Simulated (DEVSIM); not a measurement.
Device: abrupt Ge n-p junction, at 250 K.

| layer (left to right) | material | thickness (μm) | Nd (cm⁻³) | Na (cm⁻³) | τn (s) | τp (s) |
|---|---|---|---|---|---|---|
| 1 | Ge | 72.0 | 2.7e18 | - | 0.00052 | 0.00052 |
| 2 | Ge | 0.450 | - | 5.8e15 | 0.00052 | 0.00052 |

Left contact: ohmic. Right contact: ohmic. Voltage is applied to the left contact. Recombination: SRH at mid-gap. Mobility is μmin + (μ − μmin)/(1 + (N/Nref)^α).

The device is made up for the run: typed textbook-type constants, with dimensions and the other settings drawn at random. Values at 300 K; Nc and Nv go as T^1.5, mobilities as T to minus their exponent, the gap by Varshni's rule with the affinity fixed.

| parameter | Ge |
|---|---|
| gap (eV) | 0.664 |
| affinity (eV) | 4 |
| permittivity | 16 |
| Nc (cm⁻³) | 1.04e19 |
| Nv (cm⁻³) | 6e18 |
| μn (cm²/Vs) | 3900 |
| μp (cm²/Vs) | 1900 |
| μn,min | 150 |
| μp,min | 100 |
| Nref,n | 2.6e17 |
| Nref,p | 4e17 |
| αn | 0.56 |
| αp | 0.6 |
| T exponent of μn | 1.66 |
| T exponent of μp | 2.33 |
| Varshni α (eV/K) | 0.000477 |
| Varshni β (K) | 235 |

Model (solved in DEVSIM): 1D drift-diffusion, Boltzmann statistics, complete ionisation; no tunnelling, impact ionisation, image-force lowering or self-heating.

The thickness of layer 2 was swept, all else fixed.

| thickness of layer 2 (μm) | dark forward voltage at 100 A/cm² (V) | dark forward voltage at 1 A/cm² (V) | largest field in the device at zero bias (V/cm) |
|---|---|---|---|
| 0.09 | 0.236 | 0.126 | 84000 |
| 0.16 | 0.257 | 0.143 | 75000 |
| 0.27 | 0.285 | 0.168 | 73000 |
| 0.45 | 0.310 | 0.200 | 73000 |
| 0.77 | 0.328 | 0.222 | 73000 |
| 1.4 | 0.343 | 0.239 | 73000 |
| 2.2 | 0.355 | 0.251 | 73000 |

From the first row to the last the dark forward voltage at 100 A/cm² goes from 0.236 to 0.355. From the first row to the last the dark forward voltage at 1 A/cm² goes from 0.126 to 0.251.
